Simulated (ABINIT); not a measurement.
Band structure of Bi3Au (Pm-3m, 4 atoms in the cell).

```
CELL_PARAMETERS angstrom
      4.82641     0.00000     0.00000
      0.00000     4.82641     0.00000
      0.00000     0.00000     4.82641
ATOMIC_POSITIONS crystal
  Bi 0.00000 0.50000 0.50000
  Bi 0.50000 0.00000 0.50000
  Bi 0.50000 0.50000 0.00000
  Au 0.00000 0.00000 0.00000
```

Level of theory: PBEsol, norm-conserving pseudopotentials (PseudoDojo nc-sr-04 PBEsol standard) (plane waves; ABINIT).

Settings: pseudos = [Bi.upf, Au.upf]; ecut = 1034 eV; occopt = 3; tsmear = 0.00367493 Ha; ngkpt = 5 5 5; nshiftk = 1; shiftk = 0 0 0; potentials = PseudoDojo nc-sr-04 PBEsol standard; kptopt = 1; nstep = 60; tolvrs1 = 1e-10; ndtset = 2; getden2 = 1.

The starting cell comes from a database of computed structures (which also holds hypothetical and non-ambient phases and stackings), without a prior relaxation at this level. Spin-orbit coupling is off.

Levels in eV from the Fermi level, bands 29 to 36:
| point | 29 | 30 | 31 | 32 | 33 | 34 | 35 | 36 |
|---|---|---|---|---|---|---|---|---|
| Γ | -3.51 | -3.51 | -1.93 | 0.84 | 0.84 | 0.84 | 2.61 | 2.61 |
| X | -1.78 | -1.78 | -1.33 | -1.33 | -0.60 | 0.47 | 2.91 | 2.91 |
| M | -2.84 | -1.24 | -1.24 | -1.08 | 0.25 | 0.25 | 1.34 | 3.16 |
| R | -3.34 | -3.34 | -3.34 | -2.73 | 3.94 | 3.94 | 4.30 | 4.30 |

Bands cross the Fermi level along this path, so the cell is metallic at this level.
